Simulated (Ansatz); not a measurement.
**Several settings converged on BaLiF3 (Pm-3m, 5 atoms in the cell)**

```
BaLiF3
1.0
    3.97661     0.00000     0.00000
    0.00000     3.97661     0.00000
    0.00000     0.00000     3.97661
Ba Li F
1 1 3
Direct
  0.00000   0.00000   0.00000
  0.50000   0.50000   0.50000
  0.00000   0.50000   0.50000
  0.50000   0.00000   0.50000
  0.50000   0.50000   0.00000
```

Base method: LDA (PW92), default PAW files made with PBE (plane waves; Ansatz, a quantum-chemistry and plane-wave program).

Base settings: basis.ecutwfc = 420 eV; kpoints.mp_grid.grid = 6 6 6; hamiltonian.xc = lda; hamiltonian.pseudopotentials = {kind: paw} (the program's default PAW files); scf.occupations.method = fixed.

Core times come from one kind of shared machine, to one figure; runs under 30 s give none.

**Zone-centre phonons against the mesh**

In this ladder: phonons.method = dfpt; phonons.dielectric = true; phonons.rigid_motions = translations.

Frequencies are those of the unrelaxed cell, without the LO-TO term of polar crystals.

Only quantities that move along the ladder and can be compared are tabulated.

```csv
kpoints.mp_grid.grid,highest zone-centre frequency (cm⁻¹),lowest optical frequency (cm⁻¹),core time / last (rough)
2 2 2,349.6,99.8,–
3 3 3,354.4,109.9,–
4 4 4,354.3,110.1,0.04
5 5 5,354.2,110.1,–
7 7 7,354.3,110.1,0.08
8 8 8,354.3,110.1,0.1
10 10 10,354.3,110.1,0.2
12 12 12,354.3,110.1,0.6
15 15 15,354.3,110.1,1
```

Coarsest kpoints.mp_grid.grid that holds the lowest optical frequency within 5 cm⁻¹ of the last step, with all finer ones: 3 3 3; the step before is off by 10 cm⁻¹.

Coarsest kpoints.mp_grid.grid that holds the highest zone-centre frequency within 2 cm⁻¹ of the last step, with all finer ones: 3 3 3; the step before is off by 4.7 cm⁻¹.

**The dielectric constant against the mesh**

In this ladder: dielectric = true; dielectric.field_mesh = kpoints.

Only quantities that move along the ladder and can be compared are tabulated.

| kpoints.mp_grid.grid | largest Born charge (mean of the diagonal) (e) | mean ε∞ | core time / last (rough) |
|---|---|---|---|
| 2 2 2 | 2.774 | 2.610 | – |
| 3 3 3 | 2.753 | 2.660 | – |
| 4 4 4 | 2.753 | 2.666 | – |
| 5 5 5 | 2.753 | 2.667 | – |
| 7 7 7 | 2.753 | 2.667 | – |
| 8 8 8 | 2.753 | 2.667 | – |
| 10 10 10 | 2.753 | 2.667 | 0.7 |
| 12 12 12 | 2.753 | 2.667 | 0.8 |
| 15 15 15 | 2.753 | 2.667 | 1 |

Coarsest kpoints.mp_grid.grid that holds the mean ε∞ within 0.01 of the last step, with all finer ones: 3 3 3; the step before is off by 0.058.

Coarsest kpoints.mp_grid.grid that holds the largest Born charge (mean of the diagonal) within 0.01 e of the last step, with all finer ones: 3 3 3; the step before is off by 0.021 e.

**The q mesh of the phonons**

In this ladder: phonons.method = dfpt; phonons.dielectric = true; phonons.rigid_motions = translations.

Only quantities that move along the ladder and can be compared are tabulated.

Thermal sums run over frequencies interpolated from this q mesh.

| phonons.qmesh | zero-point energy (meV/atom) | vibrational free energy at 300 K (meV/atom) | core time / last (rough) |
|---|---|---|---|
| 1 1 1 | 39.49 | -2.70 | 0.2 |
| 2 2 2 | 41.83 | -1.80 | 0.5 |
| 3 3 3 | 41.81 | -1.92 | 1 |

Coarsest phonons.qmesh that holds the zero-point energy within 0.5 meV/atom of the last step, with all finer ones: 2 2 2; the step before is off by 2.3 meV/atom.

Coarsest phonons.qmesh that holds the vibrational free energy at 300 K within 0.5 meV/atom of the last step, with all finer ones: 2 2 2; the step before is off by 0.79 meV/atom.

On the base run: the starting cell comes from a database of computed structures (which also holds hypothetical and non-ambient phases and stackings), without a prior relaxation at this level. Its lattice was rescaled by up to half a per cent. In the base run, with a pressure of about -5 GPa the cell is away from its equilibrium volume at this level.

Keys are those of Ansatz 0.2.
